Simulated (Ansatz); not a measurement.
The starting structures come from a database of crystals and need not be the phases stable at ambient conditions.

 Where the default PAW files enter, the runs use the earlier of Ansatz's two default sets.

Inside the gap of an insulator the Bloch states are evanescent, with a wavenumber k + iκ along the transport direction.

Input:

```
Ca2Li4MgN6Si2
1.0
    5.73807     0.00000     0.00000
   -2.67547     5.07615     0.00000
    0.25089     0.41584     5.62252
Li Ca Mg Si N
4 2 1 2 6
Cartesian
  3.96227   0.31008   3.51245
 -0.64878   5.18191   2.11008
  4.88665   1.84221   2.11008
 -1.57316   3.64978   3.51245
  0.03369   3.44163   0.00000
  3.02891   1.63452   0.00000
  0.00000   0.00000   0.00000
  2.16932   3.59558   2.06363
  1.14417   1.89641   3.55889
  1.23606   2.04873   1.76036
  2.07743   3.44326   3.86217
  1.36430   5.01119   1.41744
  1.94919   0.48080   4.20509
 -0.48350   1.94852   4.20509
  3.79699   3.54347   1.41744
```

Space group of this cell: C2/m. The cell is taken as given; by r2SCAN its mean pressure is -3.0 GPa.

Transport runs along the normal of the first two printed cell vectors.

The gap is the functional's own, uncorrected, and κ follows it; spin-orbit coupling is left out. Mid-gap values are interpolated between the computed energies.

Problem. State the band gap and the smallest decay constant κ at mid-gap according to r2SCAN run with Ansatz (an electronic-structure program).

Solution. Gap 3.82 eV on a 6×6×6 mesh; κ = 0.307 1/Å, at the zone centre.
